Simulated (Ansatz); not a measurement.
The starting structures come from a database of crystals and need not be the phases stable at ambient conditions.

 Where the default PAW files enter, the runs use the earlier of Ansatz's two default sets.

By PBEsol, the system below comes out a metal.

```
CELL_PARAMETERS angstrom
      2.81600     0.00000     0.00000
     -0.93867     2.65495     0.00000
      0.93867     1.32748     2.23028
ATOMIC_POSITIONS crystal
  Ti 0.00000 0.00000 0.00000
```

Space group of this cell: Fmmm. The cell is strained (lengths along the current scaled by 0.97, ions clamped); by PBEsol its mean pressure is -0.9 GPa.

The current flows along the normal of the first two printed cell vectors. No spin-orbit coupling; the value is a mean over 0.1 eV about the Fermi level.

Question: Estimate the ballistic conductance per area that Ansatz (a program for electronic structure) with PBEsol returns for this system.

Answer: 1.6 × 10¹⁵ S/m² for both spins.
